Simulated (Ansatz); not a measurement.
MoS2: response to strain

The reference is MoS2 in the 3R-MoS2 type structure (space group R3m, No. 160; layered, stacked along the Cartesian z axis).

```
MoS2
1.0
    1.55780     0.89940     5.78545
   -1.55780     0.89940     5.78545
    0.00000    -1.79879     5.78545
Mo S
1 2
Direct
  0.00004   0.00004   0.00004
  0.75647   0.75647   0.75647
  0.57679   0.57679   0.57679
```

Cartesian axes are those of the cell as printed.

Strains are applied to the cell and any free atomic positions relax; under biaxial strain the out-of-plane vector relaxes too; under stress the whole cell relaxes.

Method: Ansatz (a first-principles code) PBEsol-D3(BJ), scalar-relativistic without spin-orbit coupling.

Notes on the quantities. pressure: mean of the normal stresses, compression positive.

```json
[
 {"case": "base", "shortest interatomic distance": "2.380 Å", "gap character": "indirect, T → Γ–S₀ (56 % along)", "pressure": "0.00 GPa"},
 {"case": "biaxial strain −3.39 %, plane normal [001], relaxed out of plane", "shortest interatomic distance": "2.360 Å", "gap character": "–", "pressure": "7.81 GPa"},
 {"case": "biaxial strain −3.27 %, plane normal [001], relaxed out of plane", "shortest interatomic distance": "2.361 Å", "gap character": "–", "pressure": "7.50 GPa"},
 {"case": "isotropic strain +4.45 %", "shortest interatomic distance": "2.418 Å", "gap character": "indirect, T → k = (0.167, -1/2, -0.167) in the run's primitive reciprocal basis", "pressure": "…"},
 {"case": "uniaxial strain ε_xx = +1.05 %", "shortest interatomic distance": "2.379 Å", "gap character": "indirect, A → Γ–C (56 % along)", "pressure": "-1.16 GPa"},
 {"case": "uniaxial strain ε_yy = +5.69 %", "shortest interatomic distance": "2.388 Å", "gap character": "indirect, A → M₂–D (80 % along)", "pressure": "-5.50 GPa"},
 {"case": "uniaxial strain ε_zz = −0.23 %", "shortest interatomic distance": "2.379 Å", "gap character": "indirect, T → Γ–S₀ (56 % along)", "pressure": "0.11 GPa"},
 {"case": "uniaxial strain ε_zz = −0.20 %", "shortest interatomic distance": "2.379 Å", "gap character": "indirect, T → Γ–S₀ (56 % along)", "pressure": "…"},
 {"case": "uniaxial strain ε_zz = +5.87 %", "shortest interatomic distance": "…", "gap character": "indirect, T → Γ–S₀ (56 % along)", "pressure": "…"},
 {"case": "uniaxial stress, 3 GPa tension along x", "shortest interatomic distance": "2.376 Å", "gap character": "indirect, A → Γ–C (56 % along)", "pressure": "–"}
]
```

Task: What belongs in the blanks?

Result: 
- isotropic strain +4.45 %, pressure: -8.95 GPa
- uniaxial strain ε_zz = −0.20 %, pressure: 0.09 GPa
- uniaxial strain ε_zz = +5.87 %, shortest interatomic distance: 2.385 Å
- uniaxial strain ε_zz = +5.87 %, pressure: -1.60 GPa

Stability under load was not tested beyond the relaxation. k-point labels follow each cell's own Brillouin zone.
